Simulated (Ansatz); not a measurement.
**Point-defect migration in silicon**

Some mobile defects of silicon. These are PBE, PAW (plane waves to 420 eV; Ansatz, a quantum-chemistry and plane-wave program) values and carry that method's errors.

Barriers are those of the lowest checked hop between equivalent sites, from the lowest site run (climbing-image NEB, static, fixed cells, no finite-size terms; on the finer meshes named, energies are single points at the band's geometries). One hop need not carry long-range diffusion, and untried routes could be lower. Saddle orders were checked for a part of the study's bands only and are not shown. Charge states are imposed. Spin-orbit coupling is left out.

```json
[
 {"Defect": "interstitial O, charge 0", "Route": "O moves farthest", "Hop (Å)": "1.93", "Direction in the unit cell": "(0.22, 0.27, 0.05)", "Neighbours at the saddle": "Si at 1.76, Si at 1.81, Si at 1.93 Å", "Cell": "216 sites, 2×2×2 shifted", "Barrier (eV)": "?"},
 {"Defect": "interstitial Au, charge +1", "Route": "Au moves farthest", "Hop (Å)": "1.92", "Direction in the unit cell": "(0.25, -0.25, 0.00)", "Neighbours at the saddle": "Si at 2.49, Si at 2.51, 2 Si at 2.53, Si at 2.73, 2 Si at 2.78, 2 Si at 2.81, Si at 2.86 Å", "Cell": "216 sites, 2×2×2 shifted", "Barrier (eV)": "0.08"},
 {"Defect": "interstitial Al, charge +1", "Route": "Al moves farthest", "Hop (Å)": "2.35", "Direction in the unit cell": "(0.25, 0.25, 0.25)", "Neighbours at the saddle": "4 Si at 2.45, 2 Si at 2.46 Å", "Cell": "216 sites, 2×2×2 shifted", "Barrier (eV)": "1.27"},
 {"Defect": "interstitial Li, charge +1", "Route": "Li moves farthest", "Hop (Å)": "2.36", "Direction in the unit cell": "(-0.25, 0.25, -0.25)", "Neighbours at the saddle": "6 Si at 2.37 Å", "Cell": "216 sites, 2×2×2 shifted", "Barrier (eV)": "0.59"}
]
```

### Question
What belongs in the gaps?

### Answer

- interstitial O, charge 0, Barrier (eV): 2.34
